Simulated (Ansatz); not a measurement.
The starting structures come from a database of crystals and need not be the phases stable at ambient conditions.

The decay constant κ of evanescent states in the gap governs leakage through a thin film.

Consider the following.

```
CELL_PARAMETERS angstrom
      6.70622     0.00000     0.00000
      0.00000     6.70622     0.00000
      0.00000     0.00000    18.05779
ATOMIC_POSITIONS crystal
  Ba 0.65739 0.08403 0.13603
  Ba 0.41597 0.15739 0.88603
  Ba 0.34261 0.91597 0.63603
  Ba 0.58403 0.84261 0.38603
  Ba 0.15739 0.41597 0.11397
  Ba 0.91597 0.34261 0.36397
  Ba 0.84261 0.58403 0.61397
  Ba 0.08403 0.65739 0.86397
  Ba 0.17457 0.82543 0.25000
  Ba 0.67457 0.67457 0.00000
  Ba 0.82543 0.17457 0.75000
  Ba 0.32543 0.32543 0.50000
  Sn 0.67060 0.58564 0.20254
  Sn 0.91436 0.17060 0.95254
  Sn 0.32940 0.41436 0.70254
  Sn 0.08564 0.82940 0.45254
  Sn 0.17060 0.91436 0.04746
  Sn 0.41436 0.32940 0.29746
  Sn 0.82940 0.08564 0.54746
  Sn 0.58564 0.67060 0.79746
```

Space group of this cell: P4_32_12. The cell is taken as given.

Transport runs along the normal of the first two printed cell vectors, the (001) plane of the conventional cell.

The gap is the functional's own, uncorrected, and κ follows it; spin-orbit coupling is left out. Mid-gap values are interpolated between the computed energies.

Question: Compute, with Ansatz (an electronic-structure program) with r2SCAN, the band gap and the smallest decay constant κ at mid-gap.

Answer: Gap 0.64 eV on a 6×6×2 mesh; κ = 0.161 1/Å, at (0.500, 0.500) of the in-plane reciprocal vectors. At the zone centre, at the nearest computed energy, the slowest state has κ = 0.19 1/Å.
